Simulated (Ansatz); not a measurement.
# Hypothetical cubic perovskite SrSnSe3: pressure series

The parent structure is SrSnSe3 in the cubic perovskite structure (space group Pm-3m, No. 221; a hypothetical phase, not in the database extracts checked).

```
CELL_PARAMETERS angstrom
      5.32276     0.00000     0.00000
      0.00000     5.32276     0.00000
      0.00000     0.00000     5.32276
ATOMIC_POSITIONS crystal
  Sr 0.00000 0.00000 0.00000
  Sn 0.50000 0.50000 0.50000
  Se 0.00000 0.50000 0.50000
  Se 0.50000 0.50000 0.00000
  Se 0.50000 0.00000 0.50000
```

Cell and atoms are relaxed at each pressure.

Level of theory: Kohn–Sham DFT with the PBE functional, run in Ansatz (a program for electronic structure) with PAW and 420 eV plane waves, scalar-relativistic without spin-orbit coupling.

Notes on the quantities. enthalpy: H = E + PV relative to the base's energy.

```json
[
 {"case": "base", "shortest interatomic distance": "2.661 Å", "enthalpy": "–"},
 {"case": "pressure −1 GPa", "shortest interatomic distance": "2.683 Å", "enthalpy": "-0.19 eV/atom"},
 {"case": "pressure 0.3 GPa", "shortest interatomic distance": "2.655 Å", "enthalpy": "+0.06 eV/atom"},
 {"case": "pressure 0.7 GPa", "shortest interatomic distance": "2.648 Å", "enthalpy": "+0.13 eV/atom"},
 {"case": "pressure 1.5 GPa", "shortest interatomic distance": "2.634 Å", "enthalpy": "+0.28 eV/atom"},
 {"case": "pressure 3 GPa", "shortest interatomic distance": "2.609 Å", "enthalpy": "+0.55 eV/atom"},
 {"case": "pressure 5 GPa", "shortest interatomic distance": "2.581 Å", "enthalpy": "+0.90 eV/atom"},
 {"case": "pressure 7.5 GPa", "shortest interatomic distance": "2.551 Å", "enthalpy": "+1.32 eV/atom"},
 {"case": "pressure 10 GPa", "shortest interatomic distance": "2.526 Å", "enthalpy": "+1.73 eV/atom"}
]
```

Load acts through the strain it causes; cell and atoms are relaxed under it. Stability against distortions was not tested. Competing high-pressure phases were not computed. The final runs are not spin-polarised. Many cubic perovskites are stable only at high temperature; tilts and polar distortions were not tested.
